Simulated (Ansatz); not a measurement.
Take CaO in the rock salt structure (space group Fm-3m, No. 225; a = 4.767 Å) as the base.

Level of theory: PBEsol in Ansatz (plane waves to 420 eV, PAW, scalar-relativistic without spin-orbit coupling).

Base values:

The electron mass is 1.4 mₑ along k, 0.42 mₑ across (at X).

It is then changed as follows: every lattice vector is shortened by 3.00 %, atoms relaxed at fixed cell.

Problem. What does the calculation give for the electron mass and mean gap deformation potential ΔEg/Δln V after the change?

Solution. The electron mass becomes 1.4 mₑ along k, 0.39 mₑ across (at X) (base: 1.4 mₑ along k, 0.42 mₑ across (at X)); the mean gap deformation potential ΔEg/Δln V is +0.8 eV.

The cells carry an imposed strain or load. Effective masses come from finite differences of ±0.01 Å⁻¹. Along k means along the line from Γ to the band edge. No phonon test of stability was made.

Ansatz is a quantum-chemistry and plane-wave program.
